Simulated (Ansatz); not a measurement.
The starting structures come from a database of crystals and need not be the phases stable at ambient conditions.

By PBEsol, the system below comes out a metal.

The ballistic (Sharvin) conductance counts the channels at the Fermi level: G/A = (e²/h) × channels of both spins per area.

Consider the following.

```xyz
2
Lattice="3.4096 0.0000 0.0000 0.0000 4.8219 0.0000 0.0000 2.4110 2.4110" Properties=species:S:1:pos:R:3 pbc="T T T"
Lu     0.0000     0.0000     0.0000
Pd     1.7048     2.4110     0.0000
```

Space group of this cell: Pm-3m, CsCl type. The cell is taken as given; by PBEsol its mean pressure is -1.9 GPa.

The current flows along the normal of the first two printed cell vectors, the (110) plane of the conventional cell. No spin-orbit coupling; the value is a mean over 0.1 eV about the Fermi level.

Task: Predict the ballistic conductance per area from PBEsol (Ansatz, a quantum-chemistry and plane-wave program).

Result: 0.89 × 10¹⁵ S/m² for both spins.
